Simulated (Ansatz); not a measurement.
We consider C (model structure, Im-3m, No. 229), described by G0W0@PBEsol (hard PAW, contour deformation; Ansatz, a first-principles code).

The same calculation (at the PBEsol cell, 6.917 Å³/atom) with different numerical settings; throughout: k mesh 2×2×2:

```
run  response cutoff (eV)  empty bands  quasiparticle gap on the mesh (eV)  quasiparticle gap at Γ (eV)  rough time
---  --------------------  -----------  ----------------------------------  ---------------------------  ----------
1                     100          173                               5.575                       11.090    6 core-s
2                     150          318                               5.709                       11.136   10 core-s
3                     200          490                               5.775                       11.150   30 core-s
4                     250          684                               5.814                       11.157   60 core-s
5                     300          900                               5.831                       11.159  100 core-s
6                     400         1385                               5.850                       11.163  2 core-min
```

In the column quasiparticle gap on the mesh (eV) the first row differs from the last by -0.275 and the next to last by -0.019.

The last row is no converged limit: other settings stay fixed.

A model structure was made by putting elements into a prototype or built by hand; it is no filed structure, need not be a known phase, and can be a saddle point held by its symmetry.
